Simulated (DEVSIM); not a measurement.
System: abrupt In0.53Ga0.47As n-p junction, at 300 K.

Layer 1 from the left is In0.53Ga0.47As, thickness (μm) 1.00, Nd (cm⁻³) 5e16, τn (s) 3.1e-9, τp (s) 3.1e-9. Layer 2 from the left is In0.53Ga0.47As, thickness (μm) 0.320, Na (cm⁻³) 6e16, τn (s) 3.1e-9, τp (s) 3.1e-9.

Left contact: ohmic. Right contact: ohmic. Voltage is applied to the left contact. Recombination: SRH at mid-gap, Auger. Mobility is μmin + (μ − μmin)/(1 + (N/Nref)^α).

The device is made up for the run: typed textbook-type constants, with dimensions and the other settings drawn at random. Values at 300 K.

In0.53Ga0.47As: gap (eV) 0.74, affinity (eV) 4.51, permittivity 13.9, Nc (cm⁻³) 2.1e17, Nv (cm⁻³) 7.7e18, μn (cm²/Vs) 12000, μp (cm²/Vs) 300, μn,min 300, μp,min 10, Nref,n 1.3e17, Nref,p 4.9e17, αn 0.48, αp 0.4, Cn (cm⁶/s) 5e-29, Cp (cm⁶/s) 5e-29.

Question: Estimate by hand the built-in potential, the peak field at zero bias, the capacitance at 0.4 V, and compare with a numerical solution.

Answer: 
- Built-in potential: ni = √(Nc Nv) exp(−Eg/2kT) = 7.74e11 cm⁻³ with Eg = 0.740 eV; Vbi = kT/q ln(Na Nd/ni²) = 0.577 V; numerical 0.577 V.
- Peak field at zero bias: depletion approximation: W = √(2εVbi/(qN)) = 0.180 μm with N = 2.73e16 cm⁻³; field = 2Vbi/W = 64000 V/cm; numerical 61100 V/cm (estimate above by 4.8 %).
- Capacitance at 0.4 V: C = √(qεN / 2(Vbi + |V|)) = 52.5 nF/cm²; numerical 53.9 nF/cm² (estimate below by 2.7 %).

DEVSIM, 1D drift-diffusion, Boltzmann statistics, complete ionisation; no tunnelling, impact ionisation, image-force lowering or self-heating.
